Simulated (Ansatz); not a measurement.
Base system: MgO in the rock salt structure (space group Fm-3m, No. 225; a = 4.2141 Å). Axes: x, y, z lie along the cube axes.

The change: biaxial strain +2.08 %, plane normal [111], relaxed out of plane (Cartesian); in-plane vectors clamped, the third vector and the atoms free.

All numbers come from plane-wave PAW DFT at the PBEsol level (Ansatz, an electronic-structure program, 420 eV), no spin-orbit coupling.

**Question.** Give the band edges at the high-symmetry points of the new zone, measured from its valence-band maximum.

**Answer.** 
```json
[
 {"point": "Γ", "valence edge (eV)": "0.00", "conduction edge (eV)": "4.16"},
 {"point": "T", "valence edge (eV)": "-0.87", "conduction edge (eV)": "7.23"},
 {"point": "H₂", "valence edge (eV)": "-1.86", "conduction edge (eV)": "11.03"},
 {"point": "H₀", "valence edge (eV)": "-1.86", "conduction edge (eV)": "11.03"},
 {"point": "L", "valence edge (eV)": "-0.64", "conduction edge (eV)": "7.45"},
 {"point": "S₀", "valence edge (eV)": "-1.14", "conduction edge (eV)": "9.75"},
 {"point": "S₂", "valence edge (eV)": "-1.14", "conduction edge (eV)": "9.75"},
 {"point": "F", "valence edge (eV)": "-1.33", "conduction edge (eV)": "8.71"}
]
```

The gap is 4.16 eV, direct at Γ.

Whether these cells are dynamically stable was not tested. k-point labels follow each cell's own Brillouin zone.
